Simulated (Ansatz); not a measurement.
Amorphous Hf10Al10O35, 55 atoms at 6.57 g/cm³, one PBE-relaxed geometry, zone centre. Methods: PBE, scalar-relativistic without spin-orbit coupling (Ansatz, a program for electronic structure); r2SCAN, scalar-relativistic without spin-orbit coupling (Ansatz). Plane waves to 420 eV (r2SCAN 500 eV). At PBE the levels at the filled edge of the gap are localised (band-tail or defect states). All rungs ran without spin polarisation.

The cell was made by melting and quenching with the CHGNet potential and then relaxed with DFT. O atoms were pushed apart under 1.9 Å during the dynamics, to hinder bonds among them. The hot cell started wider than the set density and was brought back towards it in steps. It is the lowest in DFT energy of 2 quenches. It is a model cell: composition and starting density were chosen by hand, and all elements were melted together. No dispersion term was used. A short ab initio anneal came between quench and relaxation. Its density started from a set value of 6.57 and ended at 6.57 g/cm³. The simulated quench (nominally 380 K/ps over its main leg) is rapid and tends to freeze in more defects than a deposited or slowly cooled glass has. One small periodic cell is one sample of the glass; other quenches scatter about these values. The volume was held where the preparation left it and the shape relaxed, at a PBE pressure of -3.1 GPa (tension). Stress components on the final sampling reach 3.2 GPa.

The relaxation ran on one k-point at (1/4, 1/4, 1/4). At PBE the level gap is 3.97 eV on a 2×2×2 Γ-centred mesh, and the spacing at the zone centre alone 3.97 eV.

Task: What zone-centre spacing does r2SCAN give, roughly?

Result: 4.47 eV (+0.50 eV against PBE).

The highest filled and the lowest empty state spread over these numbers of atoms (participation numbers): PBE: 5.3 and 35.6; r2SCAN: 4.8 and 28.4.
